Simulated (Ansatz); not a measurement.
## A computed series for AlN: pressure series

The reference is AlN in the zinc blende structure (space group F-43m, No. 216; a = 4.403 Å).

Cell and atoms are relaxed at each pressure.

Calculations: plane-wave PAW DFT at the PBE level (Ansatz, a program for electronic structure, 420 eV), no spin-orbit coupling.

Candidates:
(a) pressure 9 GPa
(b) pressure 0.9 GPa
(c) pressure 30 GPa
(d) pressure −2 GPa
(e) pressure −1 GPa

For the base:

```
Quantity               Value
-------------------  -------
Smallest direct gap  3.98 eV
```

Question: Order them by smallest direct gap, lowest first.

Answer: (d) pressure −2 GPa (3.88 eV), (e) pressure −1 GPa (3.93 eV), (b) pressure 0.9 GPa (4.02 eV), (a) pressure 9 GPa (4.35 eV), (c) pressure 30 GPa (5.08 eV)

Load acts through the strain it causes; cell and atoms are relaxed under it. No phonon test of stability was made. Tetrahedral semiconductors of this kind turn to denser phases somewhere between about 1 and 50 GPa; those were not computed, so compressed cells here can lie past the real transition. This is not the structure that AlN has at room temperature and ambient pressure.
